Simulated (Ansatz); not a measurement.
The starting structures come from a database of crystals and need not be the phases stable at ambient conditions.

Tunnelling through a barrier is set by its complex band structure: the current falls as exp(−2κd) with the smallest κ.

Given:

```
CELL_PARAMETERS angstrom
      5.59459     0.00000     0.00000
      0.00000     8.10597     0.00000
      2.79730     4.05298     2.79730
ATOMIC_POSITIONS crystal
  Sr 0.50000 0.75000 0.00000
  Sr 0.50000 0.25000 0.00000
  Ga 0.00000 0.00000 0.00000
  Sb 0.00000 0.50000 0.00000
  O  0.49944 0.29139 0.41722
  O  0.50056 0.70861 0.58278
  O  0.08334 0.79195 0.41610
  O  0.91666 0.20805 0.58390
  O  0.00000 0.25209 0.00000
  O  0.00000 0.74791 0.00000
```

Space group of this cell: I4/m. The cell is taken as given; by PBEsol its mean pressure is -5.9 GPa.

Transport runs along the normal of the first two printed cell vectors, the (100) plane of the conventional cell.

No gap correction and no spin-orbit coupling; mid-gap values are interpolated between computed energies.

Q: Compute, with PBEsol run with Ansatz (a program for electronic structure), the band gap and the smallest decay constant κ at mid-gap.

A: Gap 1.25 eV on a 12×12×12 mesh; κ = 0.192 1/Å, at the zone centre.
